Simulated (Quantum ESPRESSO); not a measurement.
A self-consistent single point of ZnNi (P4mm, 2 atoms in the cell) with Quantum ESPRESSO.

Computed with LDA (PZ), PSlibrary PAW (LDA) pseudopotentials (plane waves; Quantum ESPRESSO).

```yaml
crystal:
  lattice:
    - [2.71006, 0.00000, 0.00000]
    - [0.00000, 2.71006, 0.00000]
    - [0.00000, 0.00000, 3.19786]
  atoms:
    - { symbol: Zn, position: [0.50000, 0.50000, 0.51563] }
    - { symbol: Ni, position: [0.00000, 0.00000, 0.00000] }
```

Reference input (self-consistent single point, DFT, LDA (PZ), plane waves, PSlibrary PAW (LDA) pseudopotentials): ecutwfc = 50 Ry; ecutrho = 300 Ry; occupations = smearing; smearing = fermi-dirac; degauss = 0.0073499 Ry; potentials = {Zn: Zn.pz-dn-kjpaw_psl.1.0.0.UPF, Ni: Ni.pz-n-kjpaw_psl.1.0.0.UPF}; K_POINTS = automatic 8 8 7 0 0 0; conv_thr = 1e-10 Ry; mixing_beta = 0.7. This run's input differs from it in these lines:

```diff
@@ -15,4 +15,4 @@
     occupations = 'smearing'
-    smearing = 'fermi-dirac'
-    degauss = 0.0073499
+    smearing = 'methfessel-paxton'
+    degauss = 0.00147
 /
@@ -33,3 +33,3 @@
 K_POINTS {automatic}
-8 8 7  0 0 0
+13 13 12  0 0 0
```

Output (repeated stretches shortened):

```
     Self-consistent Calculation

     iteration #  1     ecut=    50.00 Ry     beta= 0.70

     total energy              =    -418.98788441 Ry
     estimated scf accuracy    <       0.31679701 Ry

     iteration #  2     ecut=    50.00 Ry     beta= 0.70

     total energy              =    -418.60338608 Ry
     estimated scf accuracy    <       5.83106117 Ry

     iteration #  3     ecut=    50.00 Ry     beta= 0.70

     total energy              =    -419.22488682 Ry
     estimated scf accuracy    <       0.00409383 Ry

   [... 6 blocks of this kind left out ...]

     iteration # 10     ecut=    50.00 Ry     beta= 0.70

     total energy              =    -419.22836444 Ry
     estimated scf accuracy    <          1.4E-09 Ry

     iteration # 11     ecut=    50.00 Ry     beta= 0.70
     End of self-consistent calculation

     Number of k-points >= 100: set verbosity='high' to print the bands.

     the Fermi energy is    13.0374 ev

!    total energy              =    -419.22836444 Ry
     estimated scf accuracy    <          2.7E-12 Ry
     smearing contrib. (-TS)   =      -0.00000028 Ry
     internal energy E=F+TS    =    -419.22836415 Ry

     convergence has been achieved in  11 iterations

     Forces acting on atoms (cartesian axes, Ry/au):

     atom    1 type  1   force =     0.00000000    0.00000000   -0.01306385
     atom    2 type  2   force =     0.00000000    0.00000000    0.01306385

     Total force =     0.018475     Total SCF correction =     0.000001

          total   stress  (Ry/bohr**3)                   (kbar)     P=     -115.09
  -0.00081011   0.00000000   0.00000000         -119.17        0.00        0.00
   0.00000000  -0.00081011   0.00000000            0.00     -119.17        0.00
   0.00000000   0.00000000  -0.00072695            0.00        0.00     -106.94

   JOB DONE.
```

The run converged in 11 iterations. Against the reference run the free energy rises by 1.8 meV/atom, the pressure moves little (-11.44 to -11.51 GPa) and the largest force hardly changes (0.338 to 0.336 eV/Å).

The starting cell comes from a database of computed structures (which also holds hypothetical and non-ambient phases and stackings), without a prior relaxation at this level. Its lattice was rescaled by up to half a per cent. One atom was moved a little off its site on purpose. Spin polarisation is off. With a pressure of about -12 GPa the cell is away from its equilibrium volume at this level.

Cost on one core of a shared machine: roughly 30 s.
